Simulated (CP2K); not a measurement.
**How a calculation on Ba2As (I4/mmm, 6 atoms in the cell) responds to its settings**

```
Ba2As
1.0
    9.72430     0.00000     0.00000
    7.04217     6.70596     0.00000
   -8.38324    -3.35298     3.61122
Ba As
4 2
Direct
  0.31593   0.31593   0.00000
  0.68407   0.68407   0.00000
  0.00000   0.50000   0.50000
  0.50000   0.00000   0.50000
  0.13225   0.13225   0.00000
  0.86775   0.86775   0.00000
```

Base run A: LDA (Pade form), GPW, DZVP-MOLOPT-SR-GTH basis, GTH-PADE potentials (GTH_POTENTIALS) run with CP2K, self-consistent single point.

Its settings: CUTOFF = 500 Ry; REL_CUTOFF = 50 Ry; SMEAR/METHOD = MARZARI_VANDERBILT; SIGMA = 0.272 eV; KPOINTS/SCHEME = MONKHORST-PACK 5 5 5; XC_FUNCTIONAL = PADE; Ba/BASIS_SET = DZVP-MOLOPT-SR-GTH-q10; Ba/POTENTIAL = GTH-PADE-q10; As/BASIS_SET = DZVP-MOLOPT-SR-GTH-q5; As/POTENTIAL = GTH-PADE-q5; METHOD = GPW; EPS_DEFAULT = 1e-10; NGRIDS = 5; SCF_GUESS = ATOMIC; EPS_SCF = 1e-07; MAX_SCF = 100; ADDED_MOS = 9; MIXING/METHOD = BROYDEN_MIXING; MIXING/ALPHA = 0.3; MIXING/NBUFFER = 8.

The starting cell comes from a database of computed structures (which also holds hypothetical and non-ambient phases and stackings), without a prior relaxation at this level. Values carry the incompleteness of an atom-centred basis. The run gives no clean gap (levels at the Fermi energy touch, overlap or are partly filled at this smearing), which alone does not show that the compound is a metal.

Runs:
- B: XC_FUNCTIONAL: PADE → PBE:PBESOL; Ba/POTENTIAL: GTH-PADE-q10 → GTH-PBE-q10; As/POTENTIAL: GTH-PADE-q5 → GTH-PBE-q5 [PBEsol]
- C: XC_FUNCTIONAL: PADE → BLYP; Ba/POTENTIAL: GTH-PADE-q10 → GTH-BLYP-q10; As/POTENTIAL: GTH-PADE-q5 → GTH-BLYP-q5 [BLYP]
- D: XC_FUNCTIONAL: PADE → GGA_X_WC + GGA_C_PBE; Ba/POTENTIAL: GTH-PADE-q10 → GTH-PBE-q10; As/POTENTIAL: GTH-PADE-q5 → GTH-PBE-q5 [Wu-Cohen GGA]
- E: XC_FUNCTIONAL: PADE → GGA_X_RPW86 + PW92; Ba/POTENTIAL: GTH-PADE-q10 → GTH-PBE-q10; As/POTENTIAL: GTH-PADE-q5 → GTH-PBE-q5; NON_LOCAL/TYPE: default → LMKLL; NON_LOCAL/CUTOFF: default → 100 Ry [vdW-DF2]
- F: XC_FUNCTIONAL: PADE → GGA_X_LV_RPW86 + PW92; Ba/POTENTIAL: GTH-PADE-q10 → GTH-PBE-q10; As/POTENTIAL: GTH-PADE-q5 → GTH-PBE-q5; NON_LOCAL/TYPE: default → DRSLL; NON_LOCAL/CUTOFF: default → 100 Ry [vdW-DF-cx]

```tsv
run	pressure (GPa)	largest force (eV/Å)
A	-2.75	0.124
B	-1.35	0.111
C	1.55	0.068
D	-1.38	0.110
E	1.57	0.106
F	[?]	0.084
```

Q: Complete the blanks.

A: 
- F, pressure (GPa): -1.22

Left out of this page: 3 runs of the series held back from this collection; 1 run of the series stopped by limits of time or memory.
